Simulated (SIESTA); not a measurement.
Band structure of LaMg6B (Amm2, 8 atoms in the cell).

```
LaMg6B
1.0
    4.77910     0.00000     0.00000
    0.00000     3.23670     5.87425
    0.00000    -3.23670     5.87425
La Mg B
1 6 1
Direct
  0.00000   0.80532   0.80532
  0.00000   0.81490   0.33592
  0.00000   0.33592   0.81490
  0.00000   0.33626   0.33626
  0.50000   0.66465   0.19565
  0.50000   0.19565   0.66465
  0.50000   0.17452   0.17452
  0.50000   0.67279   0.67279
```

Method: GGA PBEsol, numerical atomic orbitals DZP, PseudoDojo PBEsol standard norm-conserving potentials (rewritten from UPF to PSML) (SIESTA).

Settings: XC.functional = GGA; XC.authors = PBEsol; potentials = PseudoDojo PBEsol standard; PAO.BasisSize = DZP; PAO.EnergyShift = 0.01 Ry; MeshCutoff = 350 Ry; kgrid.MonkhorstPack = 4 3 3; OccupationFunction = FD; ElectronicTemperature = 1160.45 K; MaxSCFIterations = 150; SCF.Mixer.Method = Pulay; SCF.Mixer.Weight = 0.25; SCF.Mixer.History = 6; SCF.DM.Tolerance = 1.0E-04.

The starting cell comes from a database of computed structures (which also holds hypothetical and non-ambient phases and stackings), without a prior relaxation at this level. Values carry the incompleteness of an atom-centred basis.

Levels in eV from the Fermi level, bands 34 to 39:
```
point     34     35     36     37     38     39
-----  -----  -----  -----  -----  -----  -----
Γ      -1.86  -1.39  -1.03  -0.07   0.27   1.00
X      -1.20  -1.06  -0.26   0.26   0.91   1.13
S      -1.14  -0.93  -0.21   0.24   0.48   0.91
R      -1.71  -1.62  -1.33  -0.05   0.19   0.83
A      -2.71  -0.88  -0.66  -0.23  -0.03   0.30
Z      -1.63  -1.45  -1.27  -1.09  -0.90  -0.21
Y      -1.28  -1.05  -0.43   0.74   0.75   1.14
X1     -1.20  -1.06  -0.26   0.26   0.91   1.13
A1     -2.71  -0.88  -0.66  -0.23  -0.03   0.30
T      -2.39  -1.63  -1.06  -0.01   0.05   1.15
```

Bands cross the Fermi level along this path, so the cell is metallic at this level.

Higher empty bands are left out: an atom-centred basis made for the valence describes them poorly.
